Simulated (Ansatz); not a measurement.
## NiSi, pressure series

The parent structure is NiSi (space group Pnma, No. 62; a = 5.190 Å, b = 3.350 Å, c = 5.624 Å; non-magnetic).

Cell and atoms are relaxed at each pressure.

Level of theory: PBE (Ansatz, a first-principles code, PAW, no SOC), earlier PAW set.

Two rows of this table had their results exchanged by mistake.

```
pressure          volume per atom (Å³)  shortest distance (Å)  band gap
----------------  --------------------  ---------------------  --------
pressure −2 GPa                  11.59                  2.259      zero
pressure −1 GPa                  12.30                  2.291      zero
pressure 0.3 GPa                 12.20                  2.286      zero
pressure 0.7 GPa                 12.17                  2.285      zero
pressure 1.5 GPa                 12.11                  2.283      zero
pressure 3 GPa                   12.01                  2.278      zero
pressure 5 GPa                   11.88                  2.272      zero
pressure 7.5 GPa                 11.73                  2.265      zero
pressure 10 GPa                  12.37                  2.294      zero
```

Problem. Which two?

Solution. The rows for pressure −2 GPa and pressure 10 GPa: the volume has to fall steadily with pressure, so 12.37 Å³ belongs to pressure −2 GPa and 11.59 Å³ to pressure 10 GPa.

Load acts through the strain it causes; cell and atoms are relaxed under it. Whether these cells are dynamically stable was not tested. Competing high-pressure phases were not computed. Starting moments died away, wholly or in part, for the base; another magnetic solution may exist. The final runs are not spin-polarised.
